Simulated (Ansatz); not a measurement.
Consider TiO₂ in the rutile structure (space group P4_2/mnm, No. 136; a = 4.548 Å, c = 2.917 Å). Axes: x, y, z lie along a, b, c of the conventional cell.

Structures relaxed with Ansatz (a program for electronic structure), LDA, PAW, cutoff 420 eV, without spin-orbit coupling.

Base:

Simulated powder pattern, Cu Kα, λ = 1.54184 Å (kinematic, ideal powder, no thermal factors, no anomalous dispersion; the 8 strongest lines at most, above 2 %, up to 2θ = 90°):

```
2θ (°)  I/Imax (%)    hkl
------  ----------  -----
27.74          100  (110)
36.60           46  (101)
41.81           19  (111)
55.04           58  (211)
57.30           18  (220)
64.83          8.6  (310)
69.93           21  (301)
70.95           10  (112)
```

After one change:

Simulated powder pattern, Cu Kα, λ = 1.54184 Å (kinematic, ideal powder, no thermal factors, no anomalous dispersion; the 8 strongest lines at most, above 2 %, up to 2θ = 90°):

```tsv
2θ (°)	I/Imax (%)
26.92	100
36.75	41
41.66	17
54.23	56
55.48	18
62.72	8.6
68.41	21
71.75	9.2
```

Q: Name the change that was made.
(A) biaxial strain +1.20 %, plane normal [001], relaxed out of plane
(B) biaxial strain +1.80 %, plane normal [001], relaxed out of plane
(C) biaxial strain +2.40 %, plane normal [001], relaxed out of plane
(D) biaxial strain +3.00 %, plane normal [001], relaxed out of plane

A: D, biaxial strain +3.00 %, plane normal [001], relaxed out of plane. Its volume per atom is 10.49 Å³ against 10.06 Å³, and its space group is P4_2/mnm (No. 136).

No phonon test of stability was made. The final runs are not spin-polarised.
